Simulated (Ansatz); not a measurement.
The starting structures come from a database of crystals and need not be the phases stable at ambient conditions.

By PBEsol, the system below comes out a metal.

The ballistic (Sharvin) conductance counts the channels at the Fermi level: G/A = (e²/h) × channels of both spins per area.

```xyz
7
Lattice="3.6495 0.0000 0.0000 0.0000 7.4598 0.0000 0.0000 3.7299 2.1535" Properties=species:S:1:pos:R:3 pbc="T T T"
Li     0.0000     0.0000     0.0000
C      1.8247     8.7042     0.7184
C      1.8247     2.4856     1.4350
C      1.8247     4.9742     1.4350
C      1.8247     6.2155     0.7184
C      1.8247     3.7299     0.7166
C      1.8247     7.4598     1.4368
```

The cell is taken as given; by PBEsol it stands under a pressure of 0.5 GPa.

The current flows along the normal of the first two printed cell vectors, the (110) plane of the conventional cell. No spin-orbit coupling; the value is a mean over 0.1 eV about the Fermi level.

### Question
Compute, with PBEsol (Ansatz, a first-principles code), the ballistic conductance per area.

### Answer
0.71 × 10¹⁵ S/m² for both spins.
